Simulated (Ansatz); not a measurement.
How the lattice parameter c of SnSiO3 (model structure, started from the tetragonal perovskite type, P4mm, No. 99, 5 atoms in the cell) moves with the method

No measured value is used here.

```tsv
level (code)	value (Å)
LDA (Ansatz)	4.586
PBEsol (Ansatz)	4.689
r²SCAN (Ansatz)	…
```

Task: Fill in the missing entries.

Result: 
- r²SCAN (Ansatz, an electronic-structure program), value (Å): 4.735

Cutoffs differ between the levels. Ansatz's density-functional and Hartree–Fock values are scalar-relativistic unless marked +SOC, with PAW data made under PBE.

A model structure was made by putting elements into a prototype or built by hand; it is no filed structure, need not be a known phase, and can be a saddle point held by its symmetry.
